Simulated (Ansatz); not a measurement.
Here is the system:

```xyz
12
Lattice="7.2861 0.0000 0.0000 -3.6431 6.3100 0.0000 0.0000 0.0000 3.7612" Properties=species:S:1:pos:R:3 pbc="T T T"
W      1.8215     3.1550     0.0000
W     -1.8215     3.1550     0.0000
W      3.6431     0.0000     0.0000
O      0.0000     2.6771     0.0000
O      3.6431     3.6329     0.0000
O      4.9677     1.3385     0.0000
O     -1.3247     4.9714     0.0000
O      1.3247     4.9714     0.0000
O      2.3184     1.3385     0.0000
O     -1.8215     3.1550     1.8806
O      3.6431     0.0000     1.8806
O      1.8215     3.1550     1.8806
```

No spin polarisation.

The values are results of PBEsol, PAW, 420 eV (Ansatz, an electronic-structure program; no spin-orbit coupling), not measurements. Γ-centred 4×4×7 mesh, Fermi–Dirac width 0.05 eV.

Predict the width of the top valence band, gap character, band gap and electron mass.


- Width of the top valence band: 1.15 eV
- Gap character: indirect, A → Γ
- Band gap: 0.65 eV
- Electron mass: 0.15 mₑ along c, 0.32 mₑ across (at Γ)

Spin-orbit coupling, missing from the scalar runs, can matter with W. Load acts through the strain it causes; cell and atoms are relaxed under it. Masses are band curvatures over ±0.01 Å⁻¹ around the edge. Stability against distortions was not tested. Competing high-pressure phases were not computed. The cell was made from WO₃ (space group P6/mmm, No. 191) by this change: pressure 7.5 GPa.
